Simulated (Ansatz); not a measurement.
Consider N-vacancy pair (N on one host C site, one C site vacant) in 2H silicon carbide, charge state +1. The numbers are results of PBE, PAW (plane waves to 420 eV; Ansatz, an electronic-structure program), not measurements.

Cell of 72 host sites held at the relaxed PBE lattice; the Γ point alone; Fermi-Dirac width 0.01 eV, spin-restricted; finite-size errors left in. Energies are static. The host's phase is taken as given; its stability against other phases was not computed. The charge state is imposed; whether it is stable for some Fermi level was not computed. Forms of the defect that were not tried may lie lower. The order of the sites in energy changes with the mesh.

Barriers: single points on a 2×2×2 k-point mesh shifted by half a step along c at the bands' geometries (they differ from the bands' own by up to 0.62 eV, and are uncertain by about as much).

Relaxed starting cell (atoms counted from 1):

```
C34NSi36
1.0
    9.27650     0.00000     0.00000
   -4.63825     8.03368     0.00000
    0.00000     0.00000    10.14789
Si N C
36 1 34
Direct
  0.21970   0.11635   0.24243
  0.22261   0.10741   0.74540
  0.22149   0.45019   0.25047
  0.22353   0.44142   0.75331
  0.21153   0.79300   0.25212
  0.22309   0.77528   0.74984
  0.55200   0.11007   0.25036
  0.55603   0.10969   0.75150
  0.55438   0.44581   0.24884
  0.55604   0.44352   0.74971
  0.55041   0.77822   0.24939
  0.55740   0.77535   0.75278
  0.88596   0.11179   0.24885
  0.88909   0.10912   0.75020
  0.88873   0.44757   0.25110
  0.88842   0.44196   0.75260
  0.88261   0.77888   0.24500
  0.89182   0.77667   0.74395
  0.11006   0.22293   0.99887
  0.10914   0.22153   0.50027
  0.11053   0.55854   0.00170
  0.12299   0.55684   0.51200
  0.10800   0.89136   0.99436
  0.11831   0.87977   0.47750
  0.44298   0.22223   0.99846
  0.44603   0.22069   0.49995
  0.44389   0.55538   0.00087
  0.44684   0.55209   0.50091
  0.44115   0.88880   0.00061
  0.44018   0.87343   0.51049
  0.77646   0.22280   0.00144
  0.77861   0.22013   0.50282
  0.77700   0.55598   0.99830
  0.78017   0.55427   0.50012
  0.77650   0.88913   0.99813
  0.77952   0.88810   0.50033
  0.22363   0.11414   0.43350
  0.22137   0.11221   0.93431
  0.22520   0.44108   0.43895
  0.22172   0.44503   0.94140
  0.21987   0.77943   0.93811
  0.54494   0.09952   0.43993
  0.55461   0.11157   0.94004
  0.55618   0.44012   0.43792
  0.55459   0.44399   0.93826
  0.55614   0.77334   0.43800
  0.55391   0.77735   0.94047
  0.88960   0.10918   0.43784
  0.88807   0.11182   0.93877
  0.89605   0.44844   0.44049
  0.88788   0.44425   0.94093
  0.88949   0.77583   0.43419
  0.88783   0.77796   0.93364
  0.10920   0.22746   0.18937
  0.11183   0.21902   0.68656
  0.11079   0.56435   0.19386
  0.11075   0.54966   0.69643
  0.10253   0.89785   0.17987
  0.11670   0.88614   0.67535
  0.44165   0.22303   0.18916
  0.44423   0.22040   0.68625
  0.44262   0.55658   0.18939
  0.44493   0.55391   0.68938
  0.43712   0.88947   0.19154
  0.44758   0.88701   0.69481
  0.77553   0.22396   0.19107
  0.77774   0.22015   0.69003
  0.77568   0.55669   0.18732
  0.77839   0.55342   0.68781
  0.77209   0.89018   0.18705
  0.77916   0.88752   0.68784
```
Cell charge +1.

End state 1 differs by these moves (Å; atoms that move under 0.08 Å are left out):

| atom | element | Δx | Δy | Δz |
|---|---|---|---|---|
| 5 | Si | 0.16 | -0.10 | -0.02 |
| 7 | Si | -0.17 | 0.09 | 0.02 |
| 22 | Si | -0.08 | -0.02 | -0.09 |
| 24 | Si | -0.09 | 0.06 | 0.23 |
| 26 | Si | 0.09 | -0.05 | -0.23 |
| 30 | Si | 0.09 | 0.15 | 0.00 |
| 32 | Si | 0.02 | -0.08 | 0.09 |
| 42 | C | -1.45 | -2.50 | 0.00 |
| 50 | C | -0.05 | -0.09 | 0.00 |
| 58 | C | 0.10 | -0.05 | 0.09 |
| 59 | C | -0.05 | 0.02 | 0.11 |
| 60 | C | -0.10 | 0.06 | -0.09 |
| 61 | C | 0.04 | -0.03 | -0.11 |

Question: What is the computed forward and backward barriers to end state 1 (PBE, PAW)?

Answer: forward 2.53 eV, backward 2.53 eV; at the saddle point atom 42 has neighbours Si at 1.86, Si at 2.07, Si at 2.11, Si at 2.23, Si at 2.27 Å. The saddle point's order was not checked.

End state 2 differs by these moves (Å; atoms that move under 0.08 Å are left out):

```json
[
 {"atom": "5", "element": "Si", "Δx": "0.15", "Δy": "-0.16", "Δz": "-0.03"},
 {"atom": "15", "element": "Si", "Δx": "0.00", "Δy": "-0.19", "Δz": "0.00"},
 {"atom": "17", "element": "Si", "Δx": "0.06", "Δy": "-0.05", "Δz": "0.04"},
 {"atom": "18", "element": "Si", "Δx": "-0.05", "Δy": "0.04", "Δz": "0.09"},
 {"atom": "22", "element": "Si", "Δx": "-0.20", "Δy": "0.05", "Δz": "0.00"},
 {"atom": "24", "element": "Si", "Δx": "-0.12", "Δy": "0.08", "Δz": "0.24"},
 {"atom": "28", "element": "Si", "Δx": "-0.05", "Δy": "0.06", "Δz": "0.02"},
 {"atom": "30", "element": "Si", "Δx": "-0.03", "Δy": "0.14", "Δz": "-0.10"},
 {"atom": "32", "element": "Si", "Δx": "-0.03", "Δy": "0.12", "Δz": "-0.19"},
 {"atom": "34", "element": "Si", "Δx": "0.04", "Δy": "0.07", "Δz": "0.12"},
 {"atom": "39", "element": "C", "Δx": "-0.10", "Δy": "0.04", "Δz": "0.01"},
 {"atom": "42", "element": "C", "Δx": "0.00", "Δy": "0.11", "Δz": "-0.05"},
 {"atom": "50", "element": "C", "Δx": "1.47", "Δy": "2.68", "Δz": "-0.03"},
 {"atom": "56", "element": "C", "Δx": "0.01", "Δy": "-0.12", "Δz": "-0.04"},
 {"atom": "57", "element": "C", "Δx": "-0.01", "Δy": "0.09", "Δz": "-0.01"},
 {"atom": "58", "element": "C", "Δx": "0.11", "Δy": "-0.08", "Δz": "0.11"},
 {"atom": "59", "element": "C", "Δx": "-0.08", "Δy": "0.05", "Δz": "0.12"},
 {"atom": "65", "element": "C", "Δx": "-0.04", "Δy": "0.04", "Δz": "-0.07"},
 {"atom": "66", "element": "C", "Δx": "0.02", "Δy": "-0.12", "Δz": "-0.12"},
 {"atom": "67", "element": "C", "Δx": "-0.02", "Δy": "0.08", "Δz": "-0.11"},
 {"atom": "69", "element": "C", "Δx": "-0.05", "Δy": "0.06", "Δz": "0.08"}
]
```

Question: Estimate the forward and backward barriers to end state 2 that PBE, PAW returns for this input.

Answer: forward 3.47 eV, backward 3.39 eV; at the saddle point atom 50 has neighbours Si at 1.84, Si at 2.07, Si at 2.10, Si at 2.14, Si at 2.29 Å. The saddle point's order was not checked.
